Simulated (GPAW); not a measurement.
Band structure of Ti (P6_3/mmc, 4 atoms in the cell).

```
Ti
1.0
    2.92199     0.00000     0.00000
   -1.46099     2.53051     0.00000
    0.00000     0.00000     9.40151
Ti
4
Direct
  0.00000   0.00000   0.00000
  0.00000   0.00000   0.50000
  0.33333   0.66667   0.25000
  0.66667   0.33333   0.75000
```

Method: PBE, GPAW PAW datasets PBE (gpaw-data 1.0.1) (plane waves; GPAW).

Settings: mode = pw; ecut = 800 eV; xc = PBE; kpts = 9 9 3; mesh shift (steps) = 0 0 0; occupations.name = methfessel-paxton; occupations.width = 0.2 eV; occupations.order = 0; nbands = -10; convergence.density = 1e-05 e/electron; symmetry.symmorphic = false; symmetry.tolerance = 0.0005; maxiter = 120; bandpath_npoints = 40.

The starting cell was generated: these elements placed on a structure prototype, without a prior relaxation; it need not be a known phase or ordering of this composition. Its lattice was rescaled by a random factor within 2.5 % of one. Spin polarisation is off.

Levels in eV from the Fermi level, bands 21 to 28:
```csv
point,21,22,23,24,25,26,27,28
Γ,0.09,0.11,0.70,0.70,0.70,0.77,0.77,0.91
M,-1.29,-1.21,-1.04,-0.10,0.08,0.65,1.09,1.41
K,-1.21,-1.07,-1.07,-0.98,-0.18,0.00,0.00,0.30
A,0.15,0.15,0.62,0.62,0.83,0.83,0.83,0.83
L,-1.48,-1.48,-0.22,-0.22,0.70,0.70,0.98,0.98
H,-1.16,-1.16,-1.12,-1.12,0.05,0.05,0.08,0.08
```

Bands cross the Fermi level along this path, so the cell is metallic at this level.
